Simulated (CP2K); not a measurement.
Checking a run of CP2K on TiCd (P4/nmm, 4 atoms in the cell). The aim is a self-consistent single point with DFT PBEsol, GPW, DZVP-MOLOPT-PBE-GTH basis, GTH-PBE potentials (POTENTIAL_UZH).

Cell that was meant: a = 2.8711 Å, b = 2.8711 Å, c = 8.9610 Å, α = 90.00°, β = 90.00°, γ = 90.00°.

Part of the input:

```
  &DFT
    BASIS_SET_FILE_NAME BASIS_MOLOPT_UZH
    POTENTIAL_FILE_NAME POTENTIAL_UZH
    CHARGE -2
    &QS
      METHOD GPW
      EPS_DEFAULT 1E-10
```

The program printed (abridged):

```
 GLOBAL| Method name                                                        CP2K
   [... lines left out ...]
                           50                48.000                        1.042

 Number of electrons:                                                         50
 Number of occupied orbitals:                                                 25
 Number of molecular orbitals:                                                34

 Number of orbital functions:                                                102
 Number of independent orbital functions:                                    102
 SCF WAVEFUNCTION OPTIMIZATION

  Step     Update method      Time    Convergence         Total energy    Change
     1 NoMix/Diag. 0.20E+00      -     0.97075975      -209.3430195323 -2.09E+02
     2 Broy./Diag. 0.20E+00      -     0.15088432      -215.3244139715 -5.98E+00
     3 Broy./Diag. 0.20E+00      -     0.16161374      -211.5710957885  3.75E+00
     4 Broy./Diag. 0.20E+00      -     0.06899781      -208.2731048083  3.30E+00
     5 Broy./Diag. 0.20E+00      -     0.00978548      -207.1246603462  1.15E+00
     6 Broy./Diag. 0.20E+00      -     0.01091373      -207.2282167281 -1.04E-01
   [... 6 lines left out ...]
    13 Broy./Diag. 0.20E+00      -     0.00002221      -207.1786489176 -2.31E-04
    14 Broy./Diag. 0.20E+00      -     0.00000401      -207.1786692486 -2.03E-05
    15 Broy./Diag. 0.20E+00      -     0.00000242      -207.1786741150 -4.87E-06
    16 Broy./Diag. 0.20E+00      -     0.00000053      -207.1786717208  2.39E-06
  *** SCF run converged in    16 steps ***

  Overlap energy of the core charge distribution:               0.00000000032653
  Self energy of the core charge distribution:               -360.96724757718681
  Core Hamiltonian energy:                                    103.92236720819898
  Hartree energy:                                              78.32222077861289
  Exchange-correlation energy:                                -28.45208632626652
  Electronic entropic energy:                                  -0.00392580357501
  Fermi energy:                                                 0.38846154231517

  Total energy:                                              -207.17867172084937
  Total energy (extrapolated to T->0):                       -207.17670881906187

   [... lines left out ...]
 STRESS|                        x                   y                   z
 STRESS|      x        5.85937154013E+05   1.26335491935E-07  -3.62916787602E-05
 STRESS|      y        1.26335491935E-07   5.85937108798E+05   3.62900818033E-05
 STRESS|      z       -3.62916787602E-05   3.62900818033E-05   5.51883982213E+05
 STRESS| 1/3 Trace                                             5.74586081675E+05
```

Problem. Is anything amiss in this input, and did it matter?

Solution. The run is not sound. The fault is an unintended net charge. A charged periodic cell changes the electron count and is neutralised by a uniform background, so energy, forces and pressure belong to another system. To fix it, remove the charge. The run converged in 16 iterations without an error; against the sound input the pressure goes from -0.89 to 57.46 GPa and the largest force goes from 0.075 to 0.565 eV/Å.

An input that runs soundly differs in these lines (not the only fix; some lines may just follow from the change or write a value another way):
```diff
-    CHARGE -2
```

With that input, the run converged in 16 iterations: free energy E − TS -5657.7184 eV; Fermi level (on the code's own zero) 9.49 eV; pressure -0.89 GPa; largest force (vector length) 0.075 eV/Å (DFT PBEsol, GPW, DZVP-MOLOPT-PBE-GTH basis, GTH-PBE potentials (POTENTIAL_UZH)).

On the sound input: the starting cell comes from a database of computed structures (which also holds hypothetical and non-ambient phases and stackings), without a prior relaxation at this level. Its lattice was rescaled by a random factor within 2.5 % of one. Spin polarisation is off. Values carry the incompleteness of an atom-centred basis. The potentials were made for another functional than the one used. Without a gap this mesh is coarse (it stands for a supercell whose shortest vector is 18 Å).
